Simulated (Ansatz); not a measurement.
Functionals compared on H on the 1x1 (111) surface of fcc Ni, ferromagnetic, one in a 2x2 cell, started at the site 'hollow Ni-Ni-Ni over Ni at depth 2.0 Å', in Ansatz (plane waves, PAW). The structure was relaxed with PBE; the other rows are single points on it, each with its references at the same level. Cutoff 420 eV.

Model: 17-atom slab, 6.0 Å thick at the start under the adsorbate (thin: gaps and levels are the slab's own), 7x7x1 mesh, Fermi-Dirac 0.1 eV, dipole correction, 8 atoms held, the rest relaxed; held to the start's symmetry, so lower structures may exist; spin-polarised, no spin-orbit, no U, no dispersion correction. At the end it is bonded to 3 Ni. In PBE it is, or lies within 0.03 eV of, the lowest of the starts that converged. These notes are the PBE run's. Adsorption energies are against ½ H2(g). A negative adsorption energy means that the adsorbate is more stable on the surface than in its reference.

| functional | adsorption energy (eV) | work function of the top face (eV) | change of the work function (eV) | magnetic moment of the cell (μB) | rough cost of the single point |
|---|---|---|---|---|---|
| PBE | -0.55 | 5.11 | 0.03 | 10.02 | – |
| RPBE | (withheld) | (withheld) | (withheld) | 10.15 | about 5 core-minutes (a rough figure) |

**Question.** Complete the blanks.

**Answer.** 
- RPBE, adsorption energy (eV): -0.37
- RPBE, work function of the top face (eV): 4.94
- RPBE, change of the work function (eV): 0.04

Ansatz is an electronic-structure program.
